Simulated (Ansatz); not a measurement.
**A self-consistent single point of TaBe (P4/mmm, 2 atoms in the cell) with Ansatz (an electronic-structure program)**

Level of theory: PBE (plane waves, PAW; Ansatz).

This input was run:

Ansatz 0.2 input:
```yaml
# TaBe
crystal:
  lattice:
    - [2.85422400, 0.00000000, 0.00000000]
    - [0.00000000, 2.85422400, 0.00000000]
    - [0.00000000, 0.00000000, 3.74107200]
  atoms:
    - { symbol: Be, position_ang: [1.42711200, 1.42711200, 1.87053600] }
    - { symbol: Ta, position_ang: [0.00000000, 0.00000000, 0.00000000] }
basis:
  ecutwfc: 30.9 Ry
kpoints:
  mp_grid:
    grid: [8, 8, 6]
    shift: [0.5, 0.5, 0.5]
hamiltonian:
  xc: pbe
  pseudopotentials:
    kind: paw
scf:
  occupations:
    method: cold
    width: 0.01 Ry
output:
  forces: true
  eigenvalues: true
  stress: true
```

Output (repeated stretches shortened):

```
WARN ansatz: RAYON_NUM_THREADS=1 ignored (pool sized by the plan → 1); use --threads N
Pseudopotentials: kind: paw
Pseudopotential: Be, paw, valence charge 2
Pseudopotential: Ta, paw, valence charge 13
Crystal: 2 atoms, lattice volume = 30.477 Å³
Basis set: ecut = 420.4159175005146 eV, 609 PW (Γ), exchange–correlation on 40×40×54 points (8 copies of the dense FFT grid, shifted against one another)
Bands: 12, of which v1, the nominal top of the filled ones, is band 8 counted from 1 (7 counted from 0)
Symmetry: 16 space group operations
Space group: P4/mmm (ITA 123), of the structure as read, at distance tolerance 3.1e-5 Å
k-points: 30 of 384
Initial density: superposition of atomic densities (neutral atoms: chi_scale 0, normalization atom), corrected by the library's trained network
Initial wavefunctions: pseudopotential atomic-orbital guess
Eigensolver: davidson
Functional: x = pbe(κ = 0.804, μ = 0.2195149727645171), c = pbe(β = 0.06672455060314922)
SCF iter   1: F=—  HF=-10024.785002 eV  |F-HF|=—  |Δ(HF+E_count)|=         —  Δρ=5.06e-3  dr2=1.25e-2  ethr=1.77e-3  ⟨swp⟩=5.1  Hψ=2133  notcnv=0
all-band conjugate gradients solve this SCF's bands
preconditioner: auto → none
SCF iter   2: F=—  HF=-10024.782120 eV  |F-HF|=—  |Δ(HF+E_count)|=   2.88e-3  S|Δr|=    0.00e0  Δρ=2.50e-3  dr2=2.56e-3  ethr=8.33e-5  ⟨swp⟩=1.2  Hψ=615  notcnv=0
SCF iter   3: F=—  HF=-10024.781578 eV  |F-HF|=—  |Δ(HF+E_count)|=   5.42e-4  S|Δr|=    0.00e0  Δρ=1.23e-3  dr2=2.45e-4  ethr=1.71e-5  ⟨swp⟩=2.0  Hψ=451  notcnv=0
SCF iter   4: F=—  HF=-10024.781607 eV  |F-HF|=—  |Δ(HF+E_count)|=   2.91e-5  S|Δr|=    0.00e0  Δρ=3.49e-4  dr2=1.59e-5  ethr=1.63e-6  ⟨swp⟩=1.8  Hψ=430  notcnv=0
SCF iter   5: F=—  HF=-10024.781645 eV  |F-HF|=—  |Δ(HF+E_count)|=   3.86e-5  S|Δr|=    0.00e0  Δρ=4.29e-5  dr2=2.06e-7  ethr=1.06e-7  ⟨swp⟩=1.9  Hψ=435  notcnv=0
SCF iter   6: F=-10024.781646 eV  HF=-10024.781646 eV  |F-HF|=7.04e-10  |Δ(HF+E_count)|=   1.81e-7  S|Δr|=    0.00e0  Δρ=3.60e-6  dr2=1.58e-9  ethr=6.67e-10  ⟨swp⟩=5.6  Hψ=1544  notcnv=0
SCF 1 converged in 6 iterations: F = -10024.781646 eV  dr2 = 1.58e-9
SCF converged after 6 iterations
Stability not checked (fill_not_monotonic)
Free energy (F): -10024.781646 eV
Harris-Foulkes:  -10024.781646 eV  (|F-HF|=7.04e-10)
Internal energy: -10024.780074 eV  (E = F + TS)
E sigma→0 (E₀):  -10024.781122 eV
Entropy (-TS):   -0.001571 eV (-0.786 meV/atom)
Fermi energy:    12.782494 eV
Step filling:    the computed levels leave a gap of 0.0351 eV = 0.3 smearing widths
--- Per-component energies (eV) ---
  E_band       = -167.644369
  E_kinetic    = 380.617843
  E_local      = -819.381737  (includes V_loc(G=0)·N_el)
  E_nonlocal   = 18.361617
  E_hartree    = 294.148213
  E_xc         = -235.868844
  E_vxc        = -221.723287  (∫ρ·V_xc dr)
  E_paw        = -8455.665976  (= ΣΔE_a)
  E_vpaw       = -113.816139  (= ΣTr[D̂ρ^β])
  E_aug_tail   = 0.000135  (compensation charges beyond the density's cutoff)
  E_ewald      = -1206.991326
  E_smearing   = -0.001571  (= −TS)
  E_closure    = -0.000000  (closes the sum)
  Σ components = -10024.781646   (vs F -10024.781646, Δ=0.00e0)
--- Forces (eV/Å), atoms counted from 1 ---
  atom   1  Be     0.00000000     0.00000000     0.00000000
  atom   2  Ta    -0.00000000     0.00000000     0.00000000
  max |Σ_I F_I| component: 9.86e-32 eV/Å
--- Stress (GPa, compression-positive) ---
      -14.827695       0.000000       0.000000
        0.000000     -14.827695       0.000000
        0.000000       0.000000     -15.173348
  P = ⅓ Tr σ = -14.9429 GPa (-149.429 kbar)
  The stress holds the Pulay correction. Without it, at fixed plane waves, as pw.x and ABINIT print it: P = -14.9842 GPa
--- Band table (eV; the first three rows and the last of 30) ---
  k-point 0: bands = ["-54.9721", "-21.5703", "-21.0443", "-21.0410", "4.7606", "10.3761", "10.7990", "13.6997", "15.8729", "16.7496", "17.5042", "19.7762"]
  k-point 1: bands = ["-54.9716", "-21.5954", "-21.0428", "-21.0394", "5.4233", "9.5922", "10.8956", "13.8326", "15.0863", "15.8917", "17.6409", "21.3000"]
  k-point 2: bands = ["-54.9711", "-21.6204", "-21.0413", "-21.0379", "6.5256", "8.3448", "10.9996", "14.2881", "14.5304", "15.0584", "17.7036", "22.7687"]
  k-point 29: bands = ["-54.8775", "-21.6877", "-21.6847", "-21.4462", "9.0259", "9.7595", "10.0461", "15.6066", "16.4189", "17.6880", "17.7095", "19.0721"]
```

The run converged in 6 iterations.

The starting cell was generated: these elements placed on a structure prototype, without a prior relaxation; it need not be a known phase or ordering of this composition. Its lattice was rescaled by a random factor within 2.5 % of one. Spin-orbit coupling is off. Spin polarisation is off. With a pressure of about -15 GPa the cell is away from its equilibrium volume at this level. Ansatz's pressure includes its estimate of the finite-basis (Pulay) stress.
